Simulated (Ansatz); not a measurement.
Si (P6/mmm, No. 191, 1 atom in the cell; start mp-34; another form than the element's usual one)

Method: r²SCAN (Ansatz, an electronic-structure program, PAW).

Run with plane-wave cutoff 560 eV, 24×24×22 k mesh (along the axes of the cell as run), Fermi–Dirac smearing 0.05 eV, scalar-relativistic PAW data made under PBE.

Cell (relaxed at this level):

Space group P6/mmm (No. 191); a = b = 2.638 Å, c = 2.478 Å, α = β = 90.00°, γ = 120.00°

| atom | site | symmetry | x | y | z |
|---|---|---|---|---|---|
| Si | 1a | 6/mmm | 0.0000 | 0.0000 | 0.0000 |

band gap: none
bulk modulus B0: 111 GPa

Note: the relaxation could not lower the start's symmetry, so the cell can be a saddle point above a distorted one; the bulk modulus is −V dP/dV from two relaxed cells at ±2 % in volume.

It cost roughly 50 core-seconds of CPU time.

A start named mp-… is a Materials Project structure, which need not be a measured phase.
